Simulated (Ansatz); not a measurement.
AlRu under a change: isotropic strain −1.00 %

Consider AlRu in the CsCl type structure (space group Pm-3m, No. 221; a = 3.005 Å; relaxed with 0.1 eV smearing).

It is then changed as follows: an isotropic linear strain of −1.00 %, atoms relaxed at fixed cell.

Level of theory: PBE/PAW in Ansatz (a quantum-chemistry and plane-wave program), scalar-relativistic without spin-orbit coupling. Γ-centred 19×19×19 mesh, Fermi–Dirac width 0.1 eV.

| quantity | base | changed | shift |
|---|---|---|---|
| volume per atom | 13.57 Å³ | 13.16 Å³ | -0.403 Å³ |
| energy relative to the base (free energy F) | 0 meV/atom | +8.0 meV/atom | +8.0 meV/atom |
| pressure | 0.0 GPa | 6.5 GPa | +6.5 GPa |
| band gap | zero | zero | – |

Final structure:

```
CELL_PARAMETERS angstrom
      2.97477     0.00000     0.00000
      0.00000     2.97477     0.00000
      0.00000     0.00000     2.97477
ATOMIC_POSITIONS crystal
  Al 0.50000 0.50000 0.50000
  Ru 0.00000 0.00000 0.00000
```

Stability against distortions was not tested. All final runs are without spin polarisation.
